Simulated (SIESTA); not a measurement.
Band structure of NiS (P6_3/mmc, 4 atoms in the cell).

```
NiS
1.0
    3.41116     0.00000     0.00000
   -1.70558     2.95415     0.00000
    0.00000     0.00000     5.14014
Ni S
2 2
Direct
  0.00000   0.00000   0.50000
  0.00000   0.00000   0.00000
  0.33333   0.66667   0.75000
  0.66667   0.33333   0.25000
```

Method: GGA PBEsol, numerical atomic orbitals DZP, PseudoDojo PBEsol standard norm-conserving potentials (rewritten from UPF to PSML) in SIESTA 5.4.2.

Settings: XC.functional = GGA; XC.authors = PBEsol; potentials = PseudoDojo PBEsol standard; PAO.BasisSize = DZP; PAO.EnergyShift = 0.005 Ry; MeshCutoff = 400 Ry; kgrid.MonkhorstPack = 15 15 9; OccupationFunction = FD; ElectronicTemperature = 1160.45 K; MaxSCFIterations = 150; SCF.Mixer.Method = Pulay; SCF.Mixer.Weight = 0.25; SCF.Mixer.History = 6; SCF.DM.Tolerance = 1.0E-04.

The starting cell comes from a database of computed structures (which also holds hypothetical and non-ambient phases and stackings), without a prior relaxation at this level. Its lattice was rescaled by a random factor within 2.5 % of one. Spin polarisation is off, so a magnetic state, if there is one, cannot be reached. Values carry the incompleteness of an atom-centred basis.

Levels in eV from the Fermi level, bands 21 to 26:
```json
[
 {"point": "Γ", "21": "-1.47", "22": "-1.47", "23": "-0.68", "24": "-0.27", "25": "1.62", "26": "1.62"},
 {"point": "M", "21": "-1.82", "22": "-1.43", "23": "-1.25", "24": "-0.77", "25": "0.77", "26": "1.72"},
 {"point": "K", "21": "-1.64", "22": "-1.42", "23": "-0.75", "24": "-0.75", "25": "-0.18", "26": "-0.18"},
 {"point": "A", "21": "-1.54", "22": "-1.54", "23": "0.62", "24": "0.62", "25": "0.62", "26": "0.62"},
 {"point": "L", "21": "-1.56", "22": "-1.56", "23": "-0.40", "24": "-0.40", "25": "0.46", "26": "0.46"},
 {"point": "H", "21": "-1.46", "22": "-1.46", "23": "-1.21", "24": "-1.21", "25": "1.46", "26": "1.46"}
]
```

Bands cross the Fermi level along this path, so the cell is metallic at this level.

Higher empty bands are left out: an atom-centred basis made for the valence describes them poorly.
